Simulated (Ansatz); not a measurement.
**A computed series for TiO2: pressure series**

Start from TiO$_{2}$ in the rutile structure (space group P4_2/mnm, No. 136; a = 4.643 Å, c = 2.964 Å).

Cell and atoms are relaxed at each pressure.

Calculations: PBE (Ansatz, an electronic-structure program; PAW; 420 eV plane waves; scalar-relativistic without spin-orbit coupling).

```tsv
case	width of the top valence band	lattice parameter a
base	1.56 eV	464.3 pm
pressure −2 GPa	1.53 eV	?
pressure −1 GPa	1.55 eV	465.3 pm
pressure 0.3 GPa	1.56 eV	464.1 pm
pressure 0.7 GPa	1.57 eV	463.7 pm
pressure 1.5 GPa	1.58 eV	463.0 pm
pressure 3 GPa	1.60 eV	461.6 pm
pressure 5 GPa	1.61 eV	459.9 pm
pressure 7.5 GPa	1.63 eV	458.0 pm
pressure 10 GPa	1.65 eV	?
```

Fill in the withheld entries from the trend.


- pressure −2 GPa, lattice parameter a: 466.3 pm
- pressure 10 GPa, lattice parameter a: 456.1 pm

The levels and masses belong to the bands next to the band gap. Load acts through the strain it causes; cell and atoms are relaxed under it. Stability against distortions was not tested. Competing high-pressure phases were not computed. The final runs are not spin-polarised.
